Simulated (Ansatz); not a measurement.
## How the lattice parameter a of TaRh3 (Pm-3m, No. 221) moves with the method

Put these levels in order of the lattice parameter a that they give for TaRh3 (Pm-3m, No. 221), smallest first: LDA (Ansatz, a quantum-chemistry and plane-wave program), PBEsol (Ansatz), r²SCAN (Ansatz).

LDA (3.820 Å), PBEsol (3.847 Å), r²SCAN (3.864 Å)

Density-functional levels without +SOC have no spin–orbit coupling. Ansatz's density-functional and Hartree–Fock values are scalar-relativistic unless marked +SOC, with PAW data made under PBE.
